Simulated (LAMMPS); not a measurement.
MD of ZnO (wurtzite) at zero pressure, 432 atoms, as a crystal; each row is its own run.

Method: classical MD, Buckingham potential of Lewis and Catlow, J. Phys. C 18, 1149 (1985), first set, used with rigid ions (no shells), PPPM sums, short-range terms cut at 10 Å, modified for these runs by an r^-4 repulsive force inside the short-range force's maximum (LAMMPS).

```
T (K)  enthalpy (eV/atom)
-----  ------------------
200               -19.906
300               -19.880
1350              -19.597
1690              -19.495
2700              -19.192
```

### Question
Fit a straight line, y = a + b x, to these rows (x is the first column, y the second) and predict the run at x = 1010.

### Answer
Least squares gives a = -19.969 and b = 0.0002842. At x = 1010 the fit predicts -19.682 eV/atom. The run itself gave -19.6906 ± 0.0008 eV/atom, so the fit is 9 meV/atom high.

Caution: the potential ionic pair potential lewis1985a is fitted to static crystal properties with a polarisable anion, which is rigid here.

Caution (rows 1010; 1350; 1690; 2700): a run this short can hold a crystal over, or a liquid under, the potential's own melting point, which these runs don't give.
